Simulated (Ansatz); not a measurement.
Ansatz (a quantum-chemistry and plane-wave program) run on CsZn4P3 (P4/mmm, 8 atoms in the cell): relaxation of cell and atoms.

Computed with PBEsol, default PAW files made with PBE (plane waves; Ansatz).

The change in words: atoms on their sites; basis.ecutwfc: 420 eV → 295 eV; relax: default → cell and atoms. Reference geometry:
```yaml
crystal:
  lattice:
    - [4.07464, 0.00000, 0.00000]
    - [0.00000, 4.07464, 0.00000]
    - [0.00000, 0.00000, 10.48461]
  atoms:
    - { symbol: Cs, position: [0.00000, 0.00000, 0.50477] }
    - { symbol: Zn, position: [0.50000, 0.00000, 0.84844] }
    - { symbol: Zn, position: [0.50000, 0.00000, 0.15156] }
    - { symbol: Zn, position: [0.00000, 0.50000, 0.84844] }
    - { symbol: Zn, position: [0.00000, 0.50000, 0.15156] }
    - { symbol: P, position: [0.50000, 0.50000, 0.72670] }
    - { symbol: P, position: [0.50000, 0.50000, 0.27330] }
    - { symbol: P, position: [0.00000, 0.00000, 0.00000] }
```

Reference input (self-consistent single point, DFT, PBEsol, plane waves, default PAW files made with PBE): basis.ecutwfc = 420 eV; kpoints.mp_grid.grid = 5 5 2; hamiltonian.xc = pbesol; hamiltonian.pseudopotentials = {kind: paw} (the program's default PAW files); scf.occupations.method = fermi_dirac; scf.occupations.width = 0.136 eV. This run's input differs from it in these lines:

Ansatz 0.2 input:
```diff
@@ -7,3 +7,3 @@
   atoms:
-    - { symbol: Cs, position: [0.00000000, 0.00000000, 0.50476900] }
+    - { symbol: Cs, position: [0.00000000, 0.00000000, 0.50000000] }
     - { symbol: Zn, position: [0.50000000, 0.00000000, 0.84844000] }
@@ -16,3 +16,3 @@
 basis:
-  ecutwfc: 420.0
+  ecutwfc: 295.0
 kpoints:
@@ -28,2 +28,4 @@
     width: 0.136
+relax:
+  cell: {}
 output:
```

Log, with long lists cut:

```
   [... SCF lines of the steps left out ...]
relax step   1: F+E_penalty+E_count = -20931.18783067 eV  Δ(F+E_penalty+E_count) = +0.000e0 eV  max|allowed force component| = 1.054e-1 eV/Å  Δτ_max = 0.0000 Å  P = -1.914 GPa  Ω = 174.073 Å³  (8 SCF iters, dr2 threshold 1.00e-7 eV, accepted)
relax step   2: F+E_penalty+E_count = -20931.40216489 eV  Δ(F+E_penalty+E_count) = -2.143e-1 eV  max|allowed force component| = 1.155e-2 eV/Å  Δτ_max = 0.0139 Å  P = +0.543 GPa  Ω = 169.297 Å³  energy of the carried Pulay correction = +1.888e-1 eV  [...]
   [... lines left out ...]
relax step  15: F+E_penalty+E_count = -20931.24357024 eV  Δ(F+E_penalty+E_count) = -2.106e-3 eV  max|allowed force component| = 5.974e-4 eV/Å  Δτ_max = 0.0004 Å  P = +0.000 GPa  Ω = 166.088 Å³  energy of the carried Pulay correction = +2.087e-3 eV  [...]
relax step  16: F+E_penalty+E_count = -20931.24339360 eV  Δ(F+E_penalty+E_count) = +1.766e-4 eV  max|allowed force component| = 4.890e-4 eV/Å  Δτ_max = 0.0000 Å  P = -0.008 GPa  Ω = 166.088 Å³  stress off target by 3.25e-2 GPa  SCF on the basis [...]
basis re-selected at this cell: Δ(F+E_penalty+E_count) = +1.766e-4 eV, ΔP = -0.009 GPa vs the last step
the relaxation is at rest under the 16 symmetry operations that the run kept from its start: a minimum is not shown …
Stability not checked: this state was not tested for a lower state beside it, because too few of the mixer's solves of this state at the end of the SCF gave a …
Free energy (F): -20931.243394 eV
Internal energy: -20931.206269 eV  (E = F + TS)
   [... lines left out ...]
Fermi energy:    8.104086 eV
  cell:  # Å, volume = 166.0884 Å³
   [... lines left out ...]
    - { symbol: Zn, position: [-1.1719626535976562e-34, 0.5, 0.8484218667062177] }
    - { symbol: Zn, position: [-1.2605868479618743e-34, 0.5, 0.15157813329378225] }
    - { symbol: P, position: [0.5, 0.5, 0.7225654926730909] }
    - { symbol: P, position: [0.5, 0.5, 0.27743450732690905] }
    - { symbol: P, position: [-9.190144321831167e-35, 1.996352294923144e-36, 3.1022669388781513e-20] }
```

The run converged. 

Summary of the result:
- Free energy E − TS (on the zero of these files): -20931.2434 eV
- Fermi level (on the code's own zero): 8.10 eV
- Pressure: -0.01 GPa
- Final cell: a = b = 4.047 Å, c = 10.140 Å, α = β = γ = 90.00°
- Final volume per atom: 20.76 Å³
- Relaxation steps: 16

The starting cell comes from a database of computed structures (which also holds hypothetical and non-ambient phases and stackings), without a prior relaxation at this level. Its lattice was rescaled by up to half a per cent. The relaxation keeps the symmetry of its start, so its end need not be a minimum. Ansatz's pressure includes its estimate of the finite-basis (Pulay) stress. Without the estimate this run gives -6.53 GPa. The cutoff lies below the one recommended for these files. The run gives no clean gap (levels at the Fermi energy touch, overlap or are partly filled at this smearing), which alone does not show that the compound is a metal.

Cost on one core of a shared machine: roughly 80 s.
